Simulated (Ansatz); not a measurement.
Band structure of CaSi2Ni2 (I4/mmm, 5 atoms in the cell).

```xyz
5
Lattice="-1.9814 1.9814 4.8205 1.9814 -1.9814 4.8205 1.9814 1.9814 -4.8205" Properties=species:S:1:pos:R:3 pbc="T T T"
Ca     0.0000     0.0000     0.0000
Si     0.0000     0.0000     6.0804
Si     0.0000     0.0000     3.5606
Ni     0.0000     1.9814     2.4102
Ni     1.9814     0.0000     2.4102
```

Computed with PBEsol, PAW files made with PBE (plane waves; Ansatz, a quantum-chemistry and plane-wave program).

Settings: kpoints.mp_grid.grid = 9 9 9; hamiltonian.xc = pbesol; hamiltonian.pseudopotentials = {kind: paw} (the program's default PAW files); scf.occupations.method = gaussian; scf.occupations.width = 0.01 Ry; kpoints.band_path.npoints = 8.

The starting cell comes from a database of computed structures (which also holds hypothetical and non-ambient phases and stackings), without a prior relaxation at this level. Its lattice was rescaled by a random factor within 2.5 % of one. Spin polarisation is off.

Levels in eV from the Fermi level, bands 24 to 31:
```json
[
 {"point": "Γ", "24": "-1.39", "25": "-0.91", "26": "-0.88", "27": "-0.88", "28": "0.85", "29": "2.10", "30": "2.10", "31": "3.66"},
 {"point": "X", "24": "-1.68", "25": "-1.66", "26": "-1.53", "27": "-0.64", "28": "-0.57", "29": "-0.44", "30": "3.07", "31": "4.31"},
 {"point": "Y", "24": "-1.81", "25": "-1.68", "26": "-1.23", "27": "-0.57", "28": "-0.33", "29": "-0.21", "30": "3.04", "31": "4.23"},
 {"point": "S", "24": "-2.01", "25": "-1.92", "26": "0.23", "27": "0.34", "28": "0.36", "29": "2.88", "30": "2.89", "31": "3.85"},
 {"point": "Z", "24": "-0.91", "25": "-0.86", "26": "-0.86", "27": "1.04", "28": "1.20", "29": "3.59", "30": "3.67", "31": "3.67"},
 {"point": "S1", "24": "-2.01", "25": "-1.92", "26": "0.23", "27": "0.34", "28": "0.36", "29": "2.88", "30": "2.89", "31": "3.85"},
 {"point": "N", "24": "-2.13", "25": "-1.70", "26": "-1.09", "27": "0.47", "28": "1.64", "29": "2.10", "30": "2.50", "31": "3.57"},
 {"point": "P", "24": "-1.67", "25": "-1.67", "26": "-1.19", "27": "-1.19", "28": "-0.46", "29": "-0.46", "30": "2.59", "31": "5.21"},
 {"point": "Y1", "24": "-1.81", "25": "-1.68", "26": "-1.23", "27": "-0.57", "28": "-0.33", "29": "-0.21", "30": "3.04", "31": "4.23"}
]
```

Bands cross the Fermi level along this path, so the cell is metallic at this level.

Keys are those of Ansatz 0.2.
